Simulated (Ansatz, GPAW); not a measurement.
Nb3AlV3Sn (R3, 8 atoms in the cell) computed with different codes at matched settings

Self-consistent single point.

```
CELL_PARAMETERS angstrom
      3.60563     2.08171     2.93378
     -3.60563     2.08171     2.93378
      0.00000    -4.16343     2.93378
ATOMIC_POSITIONS crystal
  Al 0.49632 0.49632 0.49632
  Nb 0.00064 0.50185 0.73600
  Nb 0.73600 0.00064 0.50185
  Nb 0.50185 0.73600 0.00064
  V  0.99677 0.50287 0.25830
  V  0.25830 0.99677 0.50287
  V  0.50287 0.25830 0.99677
  Sn 0.00723 0.00723 0.00723
```
Moments meant for the start (each program seeds them in its own way; μB, in the order of the atoms Al Nb Nb Nb V V V Sn): 0.0 0.0 0.0 0.0 2.0 2.0 2.0 0.0.

Shared settings, as Ansatz (a quantum-chemistry and plane-wave program) writes them: kpoints.mp_grid.grid = 3 3 3; scf.occupations.method = gaussian; scf.occupations.width = 0.2 eV. Potentials and cutoffs stand in the table.

| code | model | pressure (GPa) | largest force (eV/Å) | size of the net moment (μB/atom) | cutoff |
|---|---|---|---|---|---|
| Ansatz | PBEsol, PAW files made with PBE | -5.75 | 0.227 | 0.21 | 420 eV |
| GPAW | PBEsol, GPAW PAW datasets PBEsol (made by gpaw-setup) | -5.55 | 0.283 | 0.21 | 800 eV |

Size of the force on each atom (eV/Å): Sizes of forces hide their directions.

```tsv
code	Al1	Nb2	Nb3	Nb4	V5	V6	V7	Sn8
Ansatz	0.080	0.227	0.227	0.227	0.164	0.164	0.164	0.020
GPAW	0.064	0.283	0.283	0.283	0.206	0.206	0.206	0.011
```

On Ansatz's run: the moments shrank to a small part of their start, a low-spin state that need not be the lowest.

The spread over the programs that give each value: pressure within 0.20 GPa; largest force within 0.056 eV/Å; size of the net moment within 0.00 μB/atom.

Ansatz's pressure is given at a fixed set of plane waves, as the other plane-wave codes print theirs; with its correction for the finite basis it is -5.70 GPa.

The shared mesh is coarse (it stands for a supercell whose shortest vector is 15 Å), so the values are not converged in it.

The starting cell comes from a database of computed structures (which also holds hypothetical and non-ambient phases and stackings), without a prior relaxation at this level.

Keys are those of Ansatz 0.2.
